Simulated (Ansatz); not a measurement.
## V5Ge3 (I4/mcm, No. 140, 16 atoms in the cell)

Calculation: r²SCAN-D4 in Ansatz (PAW).

Numerical settings: plane-wave cutoff 500 eV, 10×10×10 k mesh, Fermi–Dirac smearing 0.05 eV, no spin polarisation, scalar-relativistic PAW data made under PBE.

Cell (relaxed at this level):

```xyz
16
Lattice="-4.7514 4.7514 2.3938 4.7514 -4.7514 2.3938 4.7514 4.7514 -2.3938" Properties=species:S:1:pos:R:3 pbc="T T T"
V      2.1704     0.7154     0.0000
V      2.5810     4.0360     2.3938
V      4.0360    -2.5810     2.3938
V      0.7154     7.3325     0.0000
V      2.1704    -0.7154     2.3938
V      2.5810     5.4669     0.0000
V      4.0360     2.5810     0.0000
V      0.7154     2.1704     2.3938
V      0.0000     4.7514     1.1969
V      4.7514     0.0000     1.1969
Ge     6.3283     1.5768     0.0000
Ge    -1.5768     3.1746     2.3938
Ge     3.1746     1.5768     2.3938
Ge     1.5768     3.1746     0.0000
Ge     0.0000     0.0000     3.5908
Ge     0.0000     0.0000     1.1969
```

- band gap = none

Note: the relaxation could not lower the start's symmetry, so the cell can be a saddle point above a distorted one.

Spin–orbit coupling is not included.

Ansatz is a quantum-chemistry and plane-wave program.
